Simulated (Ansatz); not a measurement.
Input:

```
Al2O3
1.0
    2.40441     1.38819     4.30900
   -2.40441     1.38819     4.30900
    0.00000    -2.77638     4.30900
Al O
4 6
Direct
  0.64739   0.64739   0.64739
  0.14739   0.14739   0.14739
  0.35261   0.35261   0.35261
  0.85261   0.85261   0.85261
  0.75000   0.44408   0.05592
  0.05592   0.75000   0.44408
  0.25000   0.55592   0.94408
  0.55592   0.94408   0.25000
  0.94408   0.25000   0.55592
  0.44408   0.05592   0.75000
```

No spin polarisation.

All numbers come from plane-wave PAW DFT at the PBE level (Ansatz, an electronic-structure program, 420 eV), no spin-orbit coupling. Settings: 8×8×8 k-points, 0.05 eV Fermi–Dirac smearing.

Predict the electron mass and band gap.


```json
{
 "electron_mass": "0.40 mₑ along z, 0.37 mₑ across (at Γ)",
 "band_gap": "5.91 eV"
}
```

The cells carry an imposed strain or load. Masses are band curvatures over ±0.01 Å⁻¹ around the edge. No phonon test of stability was made. The cell was made from Al₂O₃ in the corundum structure (space group R-3c, No. 167) by this change: uniaxial strain ε_zz = −1.50 %.
